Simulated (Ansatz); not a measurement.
**Worked example: self-consistent single point of Sr₂Mg (I4mm, 3 atoms in the cell) in Ansatz (a program for electronic structure)**

Computed with PBEsol, default PAW files made with PBE (plane waves; Ansatz).

The input file:

Ansatz 0.2 input:
```yaml
# Sr2Mg
crystal:
  lattice:
    - [-2.128801, 2.128801, 7.283727]
    - [2.128801, -2.128801, 7.283727]
    - [2.128801, 2.128801, -7.283727]
  atoms:
    - { symbol: Sr, position: [0.361462, 0.361462, 0.000000] }
    - { symbol: Sr, position: [0.641970, 0.641970, 0.000000] }
    - { symbol: Mg, position: [0.000000, 0.000000, 0.000000] }
basis:
  ecutwfc: 420.0
kpoints:
  mp_grid: { grid: [9, 9, 9] }
hamiltonian:
  xc: pbesol
  pseudopotentials: { kind: paw }
scf:
  occupations: { method: gaussian, width: 0.1 }
output:
  forces: true
  eigenvalues: true
  stress: true
```

Output (repeated stretches shortened):

```
WARN ansatz: RAYON_NUM_THREADS=1 ignored (pool sized by the plan → 1); use --threads N
basis.fft_grid_basis auto: the FFT boxes are laid along the combinations [[1, 0, 1], [0, 1, 1], [0, 0, 1]] of the cell's own vectors, 4.258, 4.258 and 7.881 Å …
Pseudopotentials: kind: paw
Pseudopotential: Sr, paw, valence charge 10
Pseudopotential: Mg, paw, valence charge 10
Crystal: 3 atoms, lattice volume = 132.033 Å³
Basis set: ecut = 420 eV, 2553 PW (Γ), FFT grids on a1+a3, a2+a3, a3, exchange–correlation on 60×60×108 points (8 copies of the dense FFT grid, shifted against one another)
Bands: 19, of which v1, the nominal top of the filled ones, is band 15 counted from 1 (14 counted from 0)
Symmetry: 8 space group operations
Space group: I4mm (ITA 107), of the structure as read, at distance tolerance 5.1e-5 Å
k-points: 75 of 729 (time reversal used)
PAW frozen core: Sr, regenerated for the run's functional, and the local potential with it
PAW frozen core: Mg, regenerated for the run's functional, and the local potential with it
Initial density: superposition of atomic densities (neutral atoms: chi_scale 0, normalization atom), corrected by the library's trained network
Initial wavefunctions: pseudopotential atomic-orbital guess
Eigensolver: davidson
Functional: x = pbesol(κ = 0.804, μ = 0.12345679012345678), c = pbesol(β = 0.046)
SCF iter   1: F=—  HF=-8896.567734 eV  |F-HF|=—  |Δ(HF+E_count)|=         —  Δρ=1.50e-3  dr2=3.06e-3  ethr=1.77e-3  ⟨swp⟩=8.5  Hψ=8602  notcnv=0
all-band conjugate gradients solve this SCF's bands
preconditioner: auto → Kerker (q_TF=auto, 2.131 Å⁻¹)
SCF iter   2: F=—  HF=-8896.567756 eV  |F-HF|=—  |Δ(HF+E_count)|=   2.19e-5  Δρ=7.45e-4  dr2=1.18e-3  ethr=1.02e-5  ⟨swp⟩=3.2  Hψ=3677  notcnv=0
SCF iter   3: F=—  HF=-8896.567571 eV  |F-HF|=—  |Δ(HF+E_count)|=   1.85e-4  Δρ=2.35e-4  dr2=1.08e-4  ethr=3.95e-6  ⟨swp⟩=2.0  Hψ=2473  notcnv=0
SCF iter   4: F=—  HF=-8896.567544 eV  |F-HF|=—  |Δ(HF+E_count)|=   2.72e-5  Δρ=8.18e-5  dr2=9.04e-6  ethr=3.59e-7  ⟨swp⟩=2.1  Hψ=2442  notcnv=0
SCF iter   5: F=—  HF=-8896.567513 eV  |F-HF|=—  |Δ(HF+E_count)|=   3.01e-5  Δρ=1.99e-5  dr2=5.09e-7  ethr=3.01e-8  ⟨swp⟩=2.0  Hψ=2547  notcnv=0
SCF iter   6: F=-8896.567514 eV  HF=-8896.567514 eV  |F-HF|=2.84e-9  |Δ(HF+E_count)|=   2.03e-7  Δρ=3.60e-6  dr2=3.03e-8  ethr=3.33e-10  ⟨swp⟩=7.4  Hψ=8004  notcnv=0
SCF 1 converged in 6 iterations: F = -8896.567514 eV  dr2 = 3.03e-8
SCF converged after 6 iterations
Free energy (F): -8896.567514 eV
Harris-Foulkes:  -8896.567514 eV  (|F-HF|=2.84e-9)
Internal energy: -8896.551915 eV  (E = F + TS)
E sigma→0 (E₀):  -8896.559714 eV
Entropy (-TS):   -0.015599 eV (-5.200 meV/atom)
Fermi energy:    4.932725 eV
--- Per-component energies (eV) ---
  E_band       = -631.377633
  E_kinetic    = 557.912251
  E_local      = -3361.654983  (includes V_loc(G=0)·N_el)
  E_nonlocal   = 504.592400
  E_hartree    = 1066.050727
  E_xc         = -366.822628
  E_vxc        = -353.351803  (∫ρ·V_xc dr)
  E_paw        = -5570.691874  (= ΣΔE_a)
  E_vpaw       = -110.978341  (= ΣTr[D̂ρ^β])
  E_aug_tail   = -0.000005  (compensation charges beyond the density's cutoff)
  E_ewald      = -1726.265359
  E_core_change = 0.327557  (= ΣΔE_core)
  E_smearing   = -0.015599  (= −TS)
  E_closure    = -0.000000  (closes the sum)
  Σ components = -8896.567514   (vs F -8896.567514, Δ=0.00e0)
--- Forces (eV/Å), atoms counted from 1 ---
  atom   1  Sr    -0.00000000    -0.00000000    -0.08318120
  atom   2  Sr     0.00000000     0.00000000     0.04723016
  atom   3  Mg    -0.00000000     0.00000000     0.03595066
  max |Σ_I F_I| component: 3.80e-7 eV/Å
--- Stress (GPa, compression-positive) ---
       -1.105537       0.000000      -0.000000
        0.000000      -1.105537      -0.000000
       -0.000000      -0.000000      -0.994945
  P = ⅓ Tr σ = -1.0687 GPa (-10.687 kbar)
  The stress holds the Pulay correction. Without it, at fixed plane waves, as pw.x and ABINIT print it: P = -1.0710 GPa
--- Band table (eV; the first three rows and the last of 75) ---
  k-point 0: bands = ["-70.7280", "-37.6766", "-37.6677", "-37.6677", "-31.2835", "-31.2556", "-13.3742", "-13.2388", "-13.2388", "-13.2105", "-13.2090", "-13.2090", "0.5901", "3.4990", "4.0843", "6.0521", "6.2470", "6.9923", "7.4181"]
  k-point 1: bands = ["-70.7280", "-37.6766", "-37.6677", "-37.6677", "-31.2822", "-31.2546", "-13.3677", "-13.2528", "-13.2508", "-13.2255", "-13.2201", "-13.2060", "0.8276", "3.7580", "4.1443", "5.8891", "6.0641", "6.5632", "7.7067"]
  k-point 2: bands = ["-70.7280", "-37.6766", "-37.6678", "-37.6678", "-31.2790", "-31.2520", "-13.3521", "-13.2813", "-13.2811", "-13.2576", "-13.2482", "-13.2085", "1.4920", "4.3393", "4.4336", "5.3083", "5.9355", "6.0663", "6.9720"]
  k-point 74: bands = ["-70.7280", "-37.6766", "-37.6677", "-37.6677", "-31.2819", "-31.2561", "-13.3068", "-13.2824", "-13.2534", "-13.2427", "-13.2154", "-13.2026", "1.1194", "2.2344", "5.4559", "5.5906", "6.6676", "6.8235", "6.9352"]
```

The run converged in 6 iterations.

The starting cell comes from a database of computed structures (which also holds hypothetical and non-ambient phases and stackings), without a prior relaxation at this level. Its lattice was rescaled by up to half a per cent. One atom was moved a little off its site on purpose. Ansatz's pressure includes its estimate of the finite-basis (Pulay) stress.
